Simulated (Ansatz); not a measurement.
The starting structures come from a database of crystals and need not be the phases stable at ambient conditions.

 Where the default PAW files enter, the runs use the earlier of Ansatz's two default sets.

The decay constant κ of evanescent states in the gap governs leakage through a thin film.

Here is the system:

```
CaSnF6
1.0
    5.79822     0.00000     0.00000
   -2.89911     5.16197     0.00000
    2.89911     1.62822     4.75010
Ca Sn F
1 1 6
Direct
  0.00000   0.00000   0.00000
  0.00000   0.50000   0.50000
  0.07103   0.26640   0.66131
  0.92897   0.73360   0.33869
  0.92771   0.26640   0.26766
  0.07229   0.73360   0.73234
  0.53406   0.26640   0.80463
  0.46594   0.73360   0.19537
```

Space group of this cell: R-3. The cell is taken as given; by r2SCAN its mean pressure is -0.6 GPa.

Transport runs along the normal of the first two printed cell vectors, the (101) plane of the conventional cell.

The gap is the functional's own, uncorrected, and κ follows it; spin-orbit coupling is left out. Mid-gap values are interpolated between the computed energies.

Q: Estimate the band gap and the smallest decay constant κ at mid-gap that r2SCAN run with Ansatz (an electronic-structure program) returns for this system.

A: Gap 6.63 eV on a 8×8×8 mesh; κ = 0.594 1/Å, at the zone centre.
